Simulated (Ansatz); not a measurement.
The starting structures come from a database of crystals and need not be the phases stable at ambient conditions.

 Where the default PAW files enter, the runs use the earlier of Ansatz's two default sets.

Given:

```
SnZnO3
1.0
    5.35089     0.00000     0.00000
   -2.67544     4.98675     0.00000
    2.67544     1.43541     4.40609
Zn Sn O
2 2 6
Direct
  0.56814   0.85221   0.71593
  0.56814   0.35221   0.21593
  0.00368   0.00552   0.99816
  0.00368   0.50552   0.49816
  0.81991   0.71268   0.39290
  0.10558   0.71268   0.78719
  0.49987   0.71268   0.10723
  0.10558   0.21268   0.60723
  0.49987   0.21268   0.89290
  0.81991   0.21268   0.28719
```

Space group of this cell: R3c. The cell is taken as given; by PBEsol its mean pressure is -7.1 GPa.

The current runs along the normal of the first two printed vectors, the (101) plane. All runs by Ansatz (a program for electronic structure), plane waves and PAW, without spin-orbit coupling; the base is PBEsol.

| run | mean pressure (GPa) | gap (eV) | mid-gap κ (1/Å) |
|---|---|---|---|
| base | -7.1 | 0.99 | 0.127 |
| all lengths scaled by 0.98 | 3.8 | 1.42 | 0.163 |
| all lengths scaled by 1.02 | -15.1 | 0.61 | 0.093 |
| lda in place of pbesol | -12.6 | ___ | ___ |
| lengths across the current scaled by 0.98, ions clamped | -0.3 | ___ | ___ |
| lengths across the current scaled by 1.02, ions clamped | -12.5 | 0.70 | 0.101 |
| lengths along the current scaled by 0.97, ions clamped | -1.7 | 1.15 | 0.141 |
| lengths along the current scaled by 1.03, ions clamped | -11.5 | ___ | ___ |

Question: Complete the blanks.

Answer: 
- lda in place of pbesol, gap (eV): 0.98
- lda in place of pbesol, mid-gap κ (1/Å): 0.128
- lengths across the current scaled by 0.98, ions clamped, gap (eV): 1.26
- lengths across the current scaled by 0.98, ions clamped, mid-gap κ (1/Å): 0.152
- lengths along the current scaled by 1.03, ions clamped, gap (eV): 0.78
- lengths along the current scaled by 1.03, ions clamped, mid-gap κ (1/Å): 0.114
